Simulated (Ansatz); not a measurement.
By LDA and PBEsol, the system below comes out a metal.

Here is the system:

```
CELL_PARAMETERS angstrom
      3.19860     0.00000     0.00000
      0.00000     5.88028     0.00000
      1.59930    -2.94014     2.94014
ATOMIC_POSITIONS crystal
  Sn 0.75000 0.50000 0.00000
  Sn 0.00000 0.00000 0.00000
```

Space group of this cell: I4_1/amd. The cell is taken as given; by PBEsol its mean pressure is -1.5 GPa.

The current runs along the normal of the first two printed vectors, the (100) plane. All runs by Ansatz (a quantum-chemistry and plane-wave program), plane waves and PAW, without spin-orbit coupling; the base is PBEsol.

| run | mean pressure (GPa) | G/A, both spins (10¹⁵ S/m²) |
|---|---|---|
| base | -1.5 | 0.83 |
| all lengths scaled by 0.98 | 2.0 | 0.85 |
| all lengths scaled by 1.02 | -4.0 | [?] |
| lda in place of pbesol | -2.9 | 0.84 |
| lengths across the current scaled by 0.98, ions clamped | 0.7 | 0.84 |
| lengths across the current scaled by 1.02, ions clamped | -3.2 | 0.82 |
| lengths along the current scaled by 0.97, ions clamped | 0.2 | 0.84 |
| lengths along the current scaled by 1.03, ions clamped | -2.8 | 0.82 |

**Question.** What belongs in the gaps?

**Answer.** 
- all lengths scaled by 1.02, G/A, both spins (10¹⁵ S/m²): 0.81
